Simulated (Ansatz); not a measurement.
For Ti2Re (P-3m1), PBEsol, DFPT electron-phonon coupling, linearised Boltzmann equation in Ansatz (a quantum-chemistry and plane-wave program) gives a transport coupling λ_tr = 0.423 and a Drude plasma energy ħω_p = 5.76 eV along z (a = (4.34, 0.00, 0.00) Å; b = (-2.17, 3.76, 0.00) Å; c = (0.00, 0.00, 2.80) Å).

Task: Estimate the resistivity at 300 K from the high-temperature formula ρ = 2π λ_tr k_B T / (ħ ε₀ ω_p²), and say how the full Boltzmann solution compares.

Result: The scattering rate is 1/τ = 2π λ_tr k_B T/ħ = 1.04e14 s⁻¹ and ω_p = 8.75e15 s⁻¹, so ρ ≈ 15.4 μΩ·cm. The Boltzmann solution gives 14.9 μΩ·cm, 0.97 times the estimate.

A metal at this level (no band gap). Only scattering by harmonic phonons is included (no impurities, grain boundaries, electron-electron scattering or thermal expansion). Spin-orbit coupling is left out, which matters with elements this heavy. Halving the electron mesh (24x24x32) moves the resistivity by up to 8 % at 300 K, the coupling by up to 3 %. Smearing 0.20 eV; phonons on a 4x4x5 q mesh, which this run doesn't test.

Computed structure with no diffraction record at hand here (it may be known, metastable or hypothetical): Ti2Re (P-3m1).
